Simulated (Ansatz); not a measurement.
The reference is TaSi2 (space group P6_222, No. 180; a = 4.8030 Å, c = 6.6034 Å). Axes: x lies along a and z along c of the hexagonal cell.

Calculations: plane-wave PAW DFT at the PBE level (Ansatz, an electronic-structure program, 420 eV), no spin-orbit coupling.

Base values:

- Volume per atom = 14.66 Å³
- Pressure = 0.0 GPa

Now apply this change: biaxial strain −1.05 %, plane normal [001], relaxed out of plane (Cartesian); in-plane vectors clamped, the third vector and the atoms free.

Question: What does the calculation give for the volume per atom after the change?

Answer: The volume per atom drops by 0.25 Å³ (14.66 Å³ → 14.41 Å³).

Question: How does this affect the pressure?

Answer: The pressure (mean of the normal stresses, compression positive) goes from zero to 3.0 GPa.

Whether these cells are dynamically stable was not tested. All final runs are without spin polarisation. An odd electron count without spin: TaSi2.
